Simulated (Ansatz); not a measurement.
TiAl, response to strain

Base system: TiAl (space group P4/mmm, No. 123; relaxed with 0.1 eV smearing).

```yaml
crystal:
  lattice:
    - [2.79606, 0.00000, 0.00000]
    - [0.00000, 2.79606, 0.00000]
    - [0.00000, 0.00000, 4.03776]
  atoms:
    - { symbol: Al, position: [0.50000, 0.50000, 0.50000] }
    - { symbol: Ti, position: [0.00000, 0.00000, 0.00000] }
```

Cartesian axes are those of the cell as printed.

Strains are applied to the cell and any free atomic positions relax; under biaxial strain the out-of-plane vector relaxes too.

Calculations: PBEsol, PAW, 420 eV (Ansatz, an electronic-structure program; no spin-orbit coupling), earlier PAW set.

```json
[
 {"biaxial strain, plane normal [001], relaxed out of plane (%)": "-2.76", "out-of-plane strain (%)": "2.83"},
 {"biaxial strain, plane normal [001], relaxed out of plane (%)": "-2.15", "out-of-plane strain (%)": "2.21"},
 {"biaxial strain, plane normal [001], relaxed out of plane (%)": "-1.06", "out-of-plane strain (%)": "?"},
 {"biaxial strain, plane normal [001], relaxed out of plane (%)": "-0.82", "out-of-plane strain (%)": "0.85"},
 {"biaxial strain, plane normal [001], relaxed out of plane (%)": "0", "out-of-plane strain (%)": "0.00"}
]
```

Q: Fit ε⊥ = −νε + γε² (strains in %) to the rows shown and predict the withheld row.

A: Least squares on the printed values gives ν = 1.04 (the biaxial Poisson response) and γ = -0.005 (largest residual 0.00 %); this predicts 1.10 %, and the run gives 1.09 %, in agreement.

No phonon test of stability was made. The final runs are not spin-polarised.
